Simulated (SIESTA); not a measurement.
Band structure of Mg (P6_3/mmc, 2 atoms in the cell).

```
Mg
1.0
    3.21167     0.00000     0.00000
   -1.60583     2.78139     0.00000
    0.00000     0.00000     5.20547
Mg
2
Direct
  0.33333   0.66667   0.25000
  0.66667   0.33333   0.75000
```

Method of the run: GGA PBE, numerical atomic orbitals TZP, PseudoDojo PBE standard norm-conserving potentials (rewritten from UPF to PSML) in SIESTA 5.4.2.

Settings: XC.functional = GGA; XC.authors = PBE; potentials = PseudoDojo PBE standard; PAO.BasisSize = TZP; PAO.EnergyShift = 0.005 Ry; MeshCutoff = 350 Ry; kgrid.MonkhorstPack = 12 12 7; OccupationFunction = MP; OccupationMPOrder = 0; ElectronicTemperature = 0.1 eV; MaxSCFIterations = 150; SCF.Mixer.Method = Pulay; SCF.Mixer.Weight = 0.2; SCF.Mixer.History = 6.

The starting cell comes from a database of computed structures (which also holds hypothetical and non-ambient phases and stackings), without a prior relaxation at this level. Its lattice was rescaled by a random factor within 2.5 % of one. Values carry the incompleteness of an atom-centred basis.

Levels in eV from the Fermi level, bands 7 to 12:
| point | 7 | 8 | 9 | 10 | 11 | 12 |
|---|---|---|---|---|---|---|
| Γ | -43.49 | -43.49 | -7.07 | -1.64 | -1.33 | 15.58 |
| M | -43.50 | -43.50 | -2.24 | -2.14 | 2.99 | 3.44 |
| K | -43.51 | -43.51 | -0.59 | -0.59 | -0.51 | 4.81 |
| A | -43.50 | -43.50 | -5.65 | -5.65 | 5.88 | 5.88 |
| L | -43.50 | -43.50 | -1.10 | -1.10 | -0.47 | -0.47 |
| H | -43.50 | -43.50 | 0.28 | 0.28 | 0.87 | 0.87 |

Bands cross the Fermi level along this path, so the cell is metallic at this level.

Higher empty bands are left out: an atom-centred basis made for the valence describes them poorly.
